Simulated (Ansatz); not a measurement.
# SnTe in the rock salt structure (space group Fm-3m, No. 225)

SnTe has the cubic space group Fm-3m (No. 225), the rock salt structure, Pearson symbol cF8. Lattice parameters: a = b = c = 6.370 Å, α = β = γ = 90.00°. Te on 4a is surrounded by 6 Sn at 3.185 Å (octahedral). Sn on 4b sees 6 Te at 3.185 Å (octahedral). (Neighbours: up to the widest gap in distance over summed covalent radii, below 1.35, at either atom; cation-cation and far metal-metal contacts left out.)
(The calculation used a cell of 2 atoms; values per cell refer to that cell.)

Calculations: plane-wave PAW DFT at the r2SCAN level (Ansatz, a first-principles code, 500 eV), no spin-orbit coupling. Γ-centred 13×13×13 mesh, Fermi–Dirac width 0.05 eV.

* **Volume per atom**: 32.30 Å³
* **Density**: 6.33 g/cm³
* **Band gap**: 0.13 eV, direct at L
* **Electron mass**: 0.065 mₑ along k, 0.14 mₑ across
* **Lowest conduction-band minima above the VBM**: L along ⟨111⟩ 0.13 eV; a point along ⟨110⟩, about 0.6 Å⁻¹ from Γ 0.63 eV; a point along ⟨100⟩, about 0.3 Å⁻¹ from Γ 1.00 eV
* **Total energy**: -6516.994 eV/atom (σ→0; compares only within this code and set-up)

Spin-orbit coupling, missing from the scalar runs, can matter with Te. Masses are band curvatures over ±0.01 Å⁻¹ around the edge. Along k means along the line from Γ to the band edge. Stability against distortions was not tested. The zero or small gap of SnTe can change with the level of theory.
